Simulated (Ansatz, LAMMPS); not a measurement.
Ge sphere of 47 atoms, radius 0.65 nm, coherent in Si, 6x6x6 cubic cells at the host's lattice parameter. Cell 32.82 × 32.82 × 32.82 Å, Si1681Ge47, 1728 atoms. Prepared with Tersoff's 1989 multicomponent potential (SiCGe.tersoff) (LAMMPS): minimisation. 

Basis: localised support functions (accuracy medium) on a full density matrix. k-points: zone centre alone; occupations: Fermi-Dirac, 0.010 eV; spin polarisation not allowed. No spin-orbit coupling.

What is the computed energy, gap and bonding (PBE, support functions at accuracy medium on the grid of 370 eV run with Ansatz, a program for electronic structure)?


* **energy over the perfect crystal(s), per atom**: 2 meV/atom
* **Kohn-Sham gap of the cell on its k-mesh**: 0.55 eV
* **weight of the highest filled level on the dot**: 0.19
* **weight of the lowest empty level on the dot**: 0.01
* **coordination (neighbours within 2.839 Å)**: 100.0 % 4-fold
* **Ge-Ge bonds, mean ± spread**: 2.434 ± 0.006 Å
* **Ge-Si bonds, mean ± spread**: 2.401 ± 0.005 Å
* **Si-Si bonds, mean ± spread**: 2.367 ± 0.003 Å
* **bond angles, mean ± spread**: 109.5° ± 0.5°
* **pressure**: 0.18 GPa
